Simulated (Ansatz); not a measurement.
Results of LDA (Ansatz, a first-principles code, plane waves, PAW) for CsNO3 (within 0.1 Å of P3₁, No. 144; cell taken from a computed entry).

Run with plane-wave cutoff 500 eV, 6×4×4 k mesh (along the axes of the cell as run), gaussian smearing 0.02 eV, scalar-relativistic PAW data made under PBE.

Cell (relaxed at this level):

Space group P3₁ (No. 144); a = 10.464 Å, b = 10.464 Å, c = 7.414 Å, α = 90.00°, β = 90.00°, γ = 120.00°

| atom | site | symmetry | x | y | z |
|---|---|---|---|---|---|
| Cs | 3a | 1 | 0.5534 | 0.1092 | 0.6852 |
| Cs | 3a | 1 | 0.5553 | 0.7704 | 0.0438 |
| Cs | 3a | 1 | 0.2211 | 0.1239 | 0.0001 |
| N | 3a | 1 | 0.1977 | 0.0969 | 0.4690 |
| N | 3a | 1 | 0.2411 | 0.4682 | 0.2420 |
| N | 3a | 1 | 0.5374 | 0.1372 | 0.1597 |
| O | 3a | 1 | 0.2355 | 0.2265 | 0.4293 |
| O | 3a | 1 | 0.1093 | 0.4206 | 0.2812 |
| O | 3a | 1 | 0.2239 | 0.6599 | 0.0076 |
| O | 3a | 1 | 0.5501 | 0.2376 | 0.0555 |
| O | 3a | 1 | 0.0062 | 0.1093 | 0.7071 |
| O | 3a | 1 | 0.4509 | 0.1021 | 0.2902 |
| O | 3a | 1 | 0.6098 | 0.0754 | 0.1312 |
| O | 3a | 1 | 0.2513 | 0.0671 | 0.6008 |
| O | 3a | 1 | 0.2773 | 0.4236 | 0.1072 |

Task: Give the computed band gap.

Result: 
- band gap: 3.43 eV (on the SCF k mesh)

Spin–orbit coupling is not included.

It cost very roughly 2.4 core-hours of CPU time.
